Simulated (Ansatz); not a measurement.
Worked calculations on one periodic cell of amorphous Al$_{28}$O$_{45}$Ga$_{2}$: Al28O45Ga2, 75 atoms, volume 858.7 Å³, made by a melt-quench on the CHGNet potential and relaxed with DFT. O atoms were pushed apart under 1.9 Å during the dynamics, to hinder bonds among them. It is a model cell: composition and starting density were chosen by hand, and all elements were melted together. Cycles of charging were run to anneal it. The numbers are results of PBE, scalar-relativistic without spin-orbit coupling (plane waves to 420 eV, PAW; Ansatz, a quantum-chemistry and plane-wave program), not measurements. Sampling: a 2×2×2 Γ-centred mesh; Fermi-Dirac width 0.02 eV; no spin polarisation. Its volume was relaxed, its shape was free, and it stands at a mean pressure of 0.0 GPa with stress components up to 0.1 GPa; the relaxation ran on the zone centre alone. Its density went from a set 3.25 to 3.12 g/cm³. The cell is small and was quenched far faster than a real film, so it is one sample of the glass.

Count formal charges (Al +3, O -2, Ga +3). What does the count lead one to expect at the Fermi level, and what does the calculation give?

28 × (+3) + 45 × (-2) + 2 × (+3) = 0. The charges balance, so the anion-derived valence states can be full and a gap can open. On this mesh the highest filled and lowest empty level lie 3.14 eV apart, the PBE gap of this cell, with a localised state at one edge or both.

Four energies for an added electron at PBE on the zone centre alone (charged cells in a uniform background, spin-polarised): neutral at the neutral geometry -48243.401 eV; charged at the neutral geometry -48235.401 eV; charged and relaxed -48235.421 eV; neutral at the charged geometry -48243.379 eV.

Find the two relaxation energies and their sum, the reorganisation energy.

On charging: -48235.401 − (-48235.421) = 0.020 eV. On discharging: -48243.379 − (-48243.401) = 0.022 eV. The sum is 0.042 eV. The carrier's level spreads over 62 of the 75 atoms' worth, more than a fifth of the atoms or a third of the atoms of its main element (six at least), and the sum is small, so it counts as a band carrier, whose relaxation energy shrinks as the cell grows. PBE's self-interaction favours spread-out carriers, so a hybrid can localise more.

Four energies for a hole at PBE on the zone centre alone (charged cells in a uniform background, spin-polarised): neutral at the neutral geometry -48243.401 eV; charged at the neutral geometry -48248.127 eV; charged and relaxed -48248.353 eV; neutral at the charged geometry -48242.586 eV.

Find the two relaxation energies and their sum, the reorganisation energy.

On charging: -48248.127 − (-48248.353) = 0.226 eV. On discharging: -48242.586 − (-48243.401) = 0.815 eV. The sum is 1.041 eV. The carrier's level spreads over 5 of the 75 atoms' worth, so it counts as localised, most on one O atom with neighbours Al 1.74 Å, Al 1.80 Å, Al 1.98 Å (neutral geometry). The values are uncorrected: the image energy of a point charge in this cell, 2.84 × 14.40 / (2 × 9.5) = 2.1 eV before screening, is screened by electrons alone at the fixed geometry and by ions too after relaxing, and the carrier can be spread before it relaxes, so each term can be off by up to that value times 1/ε∞, some tenths of an eV. PBE's self-interaction favours spread-out carriers, so a hybrid can localise more.
